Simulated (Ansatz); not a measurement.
**Hf under a change: Hf → Sc**

The parent structure is Hf in the hcp (Mg type) structure (space group P6_3/mmc, No. 194; a = 3.2041 Å, c = 5.0689 Å).

It is then changed as follows: Sc takes the place of Hf on all its sites, then cell and atoms are relaxed.

The values are results of Ansatz (a first-principles code), PBE, PAW, cutoff 420 eV, scalar-relativistic without spin-orbit coupling, earlier PAW set, not measurements. k-mesh 16×16×9 (Γ-centred); smearing 0.05 eV (Fermi–Dirac), for the changed cell.

| quantity | base | changed | shift |
|---|---|---|---|
| volume per atom | 22.53 Å³ | 24.65 Å³ | +2.12 Å³ |
| c/a ratio | 1.582 | 1.556 | -0.026 |
| space group | P6_3/mmc (No. 194) | P6_3/mmc (No. 194) | – |
| shortest interatomic distance | 3.138 Å | 3.217 Å | +0.079 Å |
| band gap | zero | zero | – |

Stability against distortions was not tested. The final runs are not spin-polarised.
